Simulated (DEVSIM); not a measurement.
System: illuminated Si n-on-p cell, one wavelength, at 400 K.

Layer 1 from the left is Si, thickness (μm) 0.0590, Nd (cm⁻³) 2e18, τn (s) 1.6e-5, τp (s) 1.1e-6, absorption coefficient (cm⁻¹) 17000. Layer 2 from the left is Si, thickness (μm) 130, Na (cm⁻³) 1.5e15, τn (s) 1.9e-5, τp (s) 1.9e-5, absorption coefficient (cm⁻¹) 17000.

Left contact: ohmic, minority hole recombination velocity 1e6 cm/s. Right contact: ohmic, minority electron recombination velocity 900 cm/s. Voltage is applied to the left contact. Recombination: SRH at mid-gap, radiative, Auger. Gap narrowing is on: ΔEg = 6.92 meV × (l + √(l² + 0.5)), l = ln(N/1.3e17 cm⁻³), shared equally by both band edges. Light enters at the left, 2.2e18 photons cm⁻² s⁻¹, one pass, no reflection. Mobility is μmin + (μ − μmin)/(1 + (N/Nref)^α).

Constants are typed, rounded textbook-type inputs, not results; the design itself was drawn at random and stands for no fabricated device. Values at 300 K; Nc and Nv go as T^1.5, mobilities as T to minus their exponent, the gap by Varshni's rule with the affinity fixed.

Si: gap (eV) 1.124, affinity (eV) 4.05, permittivity 11.7, Nc (cm⁻³) 2.86e19, Nv (cm⁻³) 3.1e19, μn (cm²/Vs) 1417, μp (cm²/Vs) 470, μn,min 52, μp,min 45, Nref,n 9.7e16, Nref,p 2.2e17, αn 0.68, αp 0.72, T exponent of μn 2.3, T exponent of μp 2.2, B (cm³/s) 4.7e-15, Cn (cm⁶/s) 2.8e-31, Cp (cm⁶/s) 9.9e-32, Varshni α (eV/K) 0.000473, Varshni β (K) 636.

Model (solved in DEVSIM): 1D drift-diffusion, Boltzmann statistics, complete ionisation; no tunnelling, impact ionisation, image-force lowering or self-heating.

Dark forward current:

| |V| (V) | |J| (A/cm²) |
|---|---|
| 0.05 | 2.057e-5 |
| 0.10 | 0.0001073 |
| 0.15 | 0.0004750 |
| 0.20 | 0.002027 |
| 0.25 | 0.008453 |
| 0.30 | 0.03322 |
| 0.35 | 0.1150 |
| 0.40 | 0.3414 |
| 0.45 | 0.8892 |
| 0.50 | 2.046 |
| 0.55 | 4.171 |
| 0.60 | 7.619 |
| 0.65 | 12.70 |
| 0.70 | 19.67 |
| 0.75 | 28.71 |
| 0.80 | 39.98 |
| 0.85 | 53.60 |
| 0.90 | 69.65 |
| 0.95 | 88.21 |
| 1.00 | 109.3 |
| 1.05 | 133.1 |
| 1.10 | 159.5 |
| 1.15 | 188.5 |
| 1.20 | 220.3 |
| 1.25 | 254.8 |
| 1.30 | 292.0 |

Problem. Work out the local ideality factor n = ΔV / (kT/q · ln(J2/J1)) between the rows 0.15 and 0.20 V, 1.25 and 1.30 V.

Solution. kT/q = 34.47 mV. From 0.15 to 0.20 V: ln(0.002027/0.0004750) = 1.451, n = 1.00, near the 1 of diffusion or emission over a barrier. From 1.25 to 1.30 V: ln(292.0/254.8) = 0.136, n = 10.64.

Problem. What current could the absorbed light give at most, and what share is collected?

Solution. Σ αd = 221, so qΦ(1 − exp(−Σ αd)) = 352 mA/cm². The simulated short-circuit current is 340.6 mA/cm², a share of 0.97.

Problem. Estimate the open-circuit voltage by superposition: the voltage at which the dark current equals that short-circuit current.

Solution. Interpolating ln J in the table gives 0.400 V. The simulation gives 0.372 V; the estimate lies 28 mV above. Superposition holds where collection doesn't change with voltage.

Problem. Estimate the fill factor from FF0 = (v − ln(v + 0.72))/(v + 1), v = qVoc/(nkT), with n from the dark curve.

Solution. The rows about Voc, 0.35 and 0.40 V, give n = 1.33, so v = 8.10 and FF0 = 0.651. The simulation gives 0.610; the estimate lies 6.7 % above.
